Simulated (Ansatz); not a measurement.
Take ZnS in the zinc blende structure (space group F-43m, No. 216; a = 5.297 Å) as the base. Axes: x, y, z lie along the cube axes.

All numbers come from LDA (Ansatz, a program for electronic structure; PAW; 420 eV plane waves; no spin-orbit coupling).

Before the change:

The band gap comes out as 2.13 eV and the pressure comes out as -0.01 GPa.

Perturbation: tensile biaxial strain of 1.25 % in the plane normal to [111], as in epitaxy on a mismatched substrate; the out-of-plane cell vector and the atoms relax.

Q: Predict the new band gap, pressure and ratio −ε⊥/ε∥.

A: The band gap drops by 0.16 eV to 1.97 eV; the pressure (mean of the normal stresses, compression positive) shrinks by 1.395 GPa, from -0.01 GPa to -1.40 GPa; the ratio −ε⊥/ε∥ is 0.65.

Stability against distortions was not tested.
